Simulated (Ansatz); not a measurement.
The reference is BN in the zinc blende structure (space group F-43m, No. 216; a = 3.605 Å).

Now apply this change: full substitution N → P, then cell and atoms are relaxed.

Levels (all Ansatz, a first-principles code, PAW, earlier PAW set): PBEsol (420 eV, scalar-relativistic without spin-orbit coupling); HSE06+SOC (420 eV, with spin-orbit coupling).

The geometry is relaxed with PBEsol.

| Property | Value |
|---|---|
| PBEsol valence-band top at Γ | 0.00, 0.00, 0.00 eV |
| PBEsol lowest conduction level above the VBM at special points | X 1.21 eV; K 2.02 eV; U 2.02 eV; Γ 3.38 eV |

Problem. How does going to HSE06+SOC change the valence-band top at Γ and lowest conduction level above the VBM at special points?

Solution. The valence-band top at Γ (three highest Kramers pairs, from the VBM) changes from 0.00, 0.00, 0.00 eV to 0.00, 0.00, -0.05 eV; the lowest conduction level above the VBM at special points becomes X 2.02 eV; K 2.90 eV; U 2.90 eV; Γ 4.31 eV (PBEsol: X 1.21 eV; K 2.02 eV; U 2.02 eV; Γ 3.38 eV). The threefold valence maximum splits by Δso ≈ 45 meV.

Single points use the geometry relaxed with PBEsol. The hybrid gap comes from the SCF mesh plus the semilocal run's edge points and a few special points and is an upper bound. Differences between runs with and without spin-orbit coupling are approximate. The levels and masses belong to the bands next to the band gap. Stability against distortions was not tested.
